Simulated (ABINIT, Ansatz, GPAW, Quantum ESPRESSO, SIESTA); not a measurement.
## Mg6CuBi (Amm2, 8 atoms in the cell) computed with different codes at matched settings

Self-consistent single point, at a second geometry (lattice scaled by 0.98). First geometry:

```yaml
crystal:
  lattice:
    - [4.98487, 0.00000, 0.00000]
    - [0.00000, 3.24580, 5.45747]
    - [0.00000, -3.24580, 5.45747]
  atoms:
    - { symbol: Mg, position: [0.50000, 0.83276, 0.33606] }
    - { symbol: Mg, position: [0.50000, 0.33606, 0.83276] }
    - { symbol: Mg, position: [0.00000, 0.68603, 0.14429] }
    - { symbol: Mg, position: [0.00000, 0.14429, 0.68603] }
    - { symbol: Mg, position: [0.00000, 0.67115, 0.67115] }
    - { symbol: Mg, position: [0.00000, 0.15954, 0.15954] }
    - { symbol: Cu, position: [0.50000, 0.83604, 0.83604] }
    - { symbol: Bi, position: [0.50000, 0.33412, 0.33412] }
```

Shared settings, as Ansatz (a quantum-chemistry and plane-wave program) writes them: kpoints.mp_grid.grid = 4 3 3; scf.occupations.method = gaussian; scf.occupations.width = 0.136 eV. Potentials and cutoffs stand in the table.

| code | model | ΔF from the first geometry (meV/atom) | pressure (GPa) | largest force (eV/Å) | cutoff |
|---|---|---|---|---|---|
| SIESTA | GGA PBEsol, numerical atomic orbitals TZP, PseudoDojo PBEsol standard norm-conserving potentials (rewritten from UPF to PSML) | 3.3 | 2.14 | 0.332 | grid 350 Ry |
| ABINIT | PBEsol, PAW (JTH v2.0 PBE PAW, files made for PBE) | -0.7 | 1.23 | 0.206 | 30 Ha |
| Quantum ESPRESSO | PBEsol, PseudoDojo standard norm-conserving (PBESOL) pseudopotentials | -1.2 | 1.26 | 0.212 | 95 Ry |
| GPAW | PBEsol, GPAW PAW datasets PBEsol (made by gpaw-setup) | -0.8 | 1.26 | 0.209 | 800 eV |
| Ansatz | PBEsol, PAW files made with PBE | -1.1 | 1.27 | 0.207 | default |

Size of the force on each atom (eV/Å): Sizes of forces hide their directions.

```
code                Mg1    Mg2    Mg3    Mg4    Mg5    Mg6    Cu7    Bi8
----------------  -----  -----  -----  -----  -----  -----  -----  -----
SIESTA            0.056  0.056  0.332  0.332  0.023  0.283  0.013  0.016
ABINIT            0.039  0.039  0.188  0.188  0.048  0.206  0.002  0.021
Quantum ESPRESSO  0.041  0.041  0.195  0.195  0.053  0.212  0.001  0.022
GPAW              0.039  0.039  0.193  0.193  0.042  0.209  0.002  0.020
Ansatz            0.040  0.040  0.190  0.190  0.049  0.207  0.002  0.022
```

On Ansatz's run: spin-orbit coupling is off. Spin polarisation is off.

The spread over the programs that give each value: ΔF from the first geometry within 4.5 meV/atom; pressure within 0.91 GPa; largest force within 0.126 eV/Å.

SIESTA uses small atom-centred bases, whose incompleteness enters pressures, forces and empty levels differently from a plane-wave cutoff. Ansatz's pressure is given at a fixed set of plane waves, as the other plane-wave codes print theirs. In the force vectors, SIESTA (by 0.153) lies more than 0.08 eV/Å from the median of the plane-wave programs.

The shared mesh is coarse (it stands for a supercell whose shortest vector is 19 Å), so the values are not converged in it.

The starting cell comes from a database of computed structures (which also holds hypothetical and non-ambient phases and stackings), without a prior relaxation at this level. For this run, on top of that: lattice scaled by 0.98.

Left out of this page: CP2K (unsound by tests on forces, stress, charge or solver warnings); Elk and FLEUR (not drawn, or without a comparable value).

Keys are those of Ansatz 0.2.
